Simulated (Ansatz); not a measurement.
```
CELL_PARAMETERS angstrom
      0.00000     2.25728     2.27278
      2.25728     0.00000     2.27278
      2.25728     2.25728     0.00000
ATOMIC_POSITIONS crystal
  B  0.00000 0.00000 0.00000
  P  0.25000 0.25000 0.25000
```

These are r2SCAN with spin-orbit coupling, rigid bands (plane waves, PAW; Ansatz, a program for electronic structure) values and carry that method's errors. Condition of this run: biaxial stress xx = yy = 2 GPa (compression positive) (the target of the relaxation). Cell: cell and atoms relaxed with r2SCAN, then loaded as said.

**Question.** What conductivity effective mass do dilute electrons have at 300 K?

**Answer.** 0.40 (x), 0.40 (y), 0.24 (z) mₑ.

**Question.** What conductivity effective mass do dilute holes have at 300 K?

**Answer.** 0.41 (x), 0.41 (y), 0.36 (z) mₑ.

**Question.** And the band gap?

**Answer.** 1.33 eV at this level; semilocal functionals usually fall short of the measured gap.

Rigid bands, one relaxation time for all states, no polarons.
